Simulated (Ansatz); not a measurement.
A constructed model of the (111) surface of fcc Ir, a pseudomorphic layer of Al in the host's stacking (bottom of the slab: a bare face, its two planes held)

Method: PBE (plane waves to 420 eV, PAW; Ansatz, a quantum-chemistry and plane-wave program).

Slab: 7 atoms, 13.4 Å thick at the start with caps and adatoms (thin: gaps and levels are the slab's own); k 16x16x1, smearing 0.1 eV, dipole-corrected; 2 atoms held, the rest relaxed; start symmetry kept, larger cells not searched; no spin, no spin-orbit, no U. In PBE it lies 0.04 eV a 1x1 cell over the lowest computed structure of the same composition (a pseudomorphic layer of Al in the other hollow).

```
Quantity                                               Value
-----------------------------  -----------------------------
work function of the top face                        4.46 eV
energy released by relaxation                       0.028 eV
cost                           very roughly 2.8 core-minutes
```
